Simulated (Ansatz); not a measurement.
System: HoPd3 (Pm-3m, No. 221). Method: r²SCAN+rVV10 (plane waves, PAW; Ansatz, an electronic-structure program).

Settings: plane-wave cutoff 560 eV, 14×14×14 k mesh, Fermi–Dirac smearing 0.05 eV, spin-polarised with parallel moments, scalar-relativistic PAW data made under PBE.

Computed at the level's own relaxed cell.

### Question
Predict the lattice constant a.

### Answer

- lattice constant a = 4.062 Å

Note: the magnetic order was assumed, not searched for or taken from measurement; the 4f shell is treated without U or exact exchange, so its levels and filling can be wrong.

Spin–orbit coupling is not included.
